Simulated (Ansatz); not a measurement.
Functionals compared on the (10-13) surface of hcp Lu in its 1x1 cell, outermost plane spacing 0.26 Å in the ideal cut (one of several cuts of this face), in Ansatz (plane waves, PAW). The structure was relaxed with PBE; the other rows are single points on it, each with its references at the same level. Cutoff 420 eV (500 eV for r2SCAN).

Model: 14-atom slab, 9.6 Å thick at the start (thin: gaps and levels are the slab's own), 11x4x1 mesh, Fermi-Dirac 0.1 eV, dipole correction, all atoms relaxed; held to the part of the start's symmetry that mesh and held atoms allow; no spin, no spin-orbit, no U. These notes are the PBE run's.

| functional | surface energy (J/m²) | work function of the top face (eV) | rough cost of the single point |
|---|---|---|---|
| PBE | 1.19 | 3.04 | – |
| LDA | 1.37 | 3.22 | very roughly 7 core-minutes |
| PBEsol | 1.32 | 3.10 | roughly 7 core-minutes |
| RPBE | 1.09 | 2.94 | about 7 core-minutes (a rough figure) |
| r2SCAN | 1.31 | 3.07 | around 13 core-minutes (rough) |

Ansatz is a quantum-chemistry and plane-wave program.
